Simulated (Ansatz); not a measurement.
Base system: MoSi2 (space group I4/mmm, No. 139; a = 3.1901 Å, c = 7.8220 Å; relaxed with 0.1 eV smearing).

The values are results of Kohn–Sham DFT with the PBEsol functional, run in Ansatz (a first-principles code) with PAW and 420 eV plane waves, no spin-orbit coupling, not measurements.

Strains are applied to the cell and any free atomic positions relax.

One change was made to it. Results:

```csv
quantity,base,after
energy relative to the base (free energy F),0 meV/atom,+82 meV/atom
"pressure (mean of the normal stresses, compression positive)",0.0 GPa,24.5 GPa
band gap,zero,zero
```

Problem. Which change produced these results?
A. isotropic strain −1.00 %
B. isotropic strain −0.50 %
C. isotropic strain +0.50 %
D. isotropic strain −3.00 %
E. isotropic strain +1.50 %

Solution. D, isotropic strain −3.00 %. For comparison, the energy relative to the base in the other runs: isotropic strain +1.50 % gives +17 meV/atom; isotropic strain −1.00 % gives +8.5 meV/atom; isotropic strain −0.50 % gives +2.1 meV/atom; isotropic strain +0.50 % gives +2.0 meV/atom.

Whether these cells are dynamically stable was not tested. All final runs are without spin polarisation.
